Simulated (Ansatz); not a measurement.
**A computed series for Rh: response to strain**

The reference is Rh in the fcc (Cu type) structure (space group Fm-3m, No. 225; relaxed with 0.1 eV smearing).

```
Rh
1.0
    0.00000     1.87756     1.87756
    1.87756     0.00000     1.87756
    1.87756     1.87756     0.00000
Rh
1
Cartesian
  0.00000   0.00000   0.00000
```

Cartesian axes are those of the cell as printed.

Strains are applied to the cell and any free atomic positions relax; under biaxial strain the out-of-plane vector relaxes too.

Calculations: Kohn–Sham DFT with the LDA functional, run in Ansatz (an electronic-structure program) with PAW and 420 eV plane waves, without spin-orbit coupling.

Notes on the quantities. energy relative to the base: free energy F.

```json
[
 {"biaxial strain, plane normal [001], relaxed out of plane (%)": "0", "energy relative to the base (meV/atom)": "0.0"},
 {"biaxial strain, plane normal [001], relaxed out of plane (%)": "0.5", "energy relative to the base (meV/atom)": "1.1"},
 {"biaxial strain, plane normal [001], relaxed out of plane (%)": "1", "energy relative to the base (meV/atom)": "4.1"},
 {"biaxial strain, plane normal [001], relaxed out of plane (%)": "1.5", "energy relative to the base (meV/atom)": "9.2"},
 {"biaxial strain, plane normal [001], relaxed out of plane (%)": "2", "energy relative to the base (meV/atom)": "?"},
 {"biaxial strain, plane normal [001], relaxed out of plane (%)": "2.5", "energy relative to the base (meV/atom)": "24.5"},
 {"biaxial strain, plane normal [001], relaxed out of plane (%)": "3", "energy relative to the base (meV/atom)": "34.7"}
]
```

Problem. Fit ΔE = Aε² + Bε³ (ε in %) to the rows shown and predict the withheld row.

Solution. Least squares on the printed values gives A = 4.28 and B = -0.14 meV/atom (largest residual 0.0 meV/atom); this predicts 16.0 meV/atom, and the run gives 16.0 meV/atom, in agreement.

Whether these cells are dynamically stable was not tested. All final runs are without spin polarisation. Rh lies near a magnetic instability that expansion can trigger; it was not tested.
